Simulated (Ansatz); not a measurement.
**SrHI (P4/nmm, No. 129, 6 atoms in the cell; start mp-24205)**

Level of theory: PBEsol (PAW; Ansatz, a program for electronic structure).

Settings: plane-wave cutoff 500 eV, 10×10×6 k mesh (along the axes of the cell as run), Fermi–Dirac smearing 0.05 eV, scalar-relativistic PAW data made under PBE.

Cell (relaxed at this level):

Space group P4/nmm, origin choice 1 (No. 129); a = 4.2731 Å, b = 4.2731 Å, c = 8.2291 Å, α = 90.00°, β = 90.00°, γ = 90.00°

| atom | site | symmetry | x | y | z |
|---|---|---|---|---|---|
| Sr | 2c | 4mm | 0.0000 | 0.5000 | 0.1550 |
| H | 2a | -4m2 | 0.0000 | 0.0000 | 0.0000 |
| I | 2c | 4mm | 0.5000 | 0.0000 | 0.3317 |

```
Quantity                       Result
--------  ---------------------------
band gap  2.96 eV (on the SCF k mesh)
```

Note: the relaxation could not lower the start's symmetry, so the cell can be a saddle point above a distorted one; the cell has widely spaced layers and the level no dispersion term, so their spacing and the moduli can rest on weak binding.

Spin–orbit coupling is not included; with these elements it can move the gap by several tenths of an eV or more.

Computed values are for the static lattice.

Cost on a shared machine: about 8 core-minutes (a rough figure).

A start named mp-… is a Materials Project structure, which need not be a measured phase.
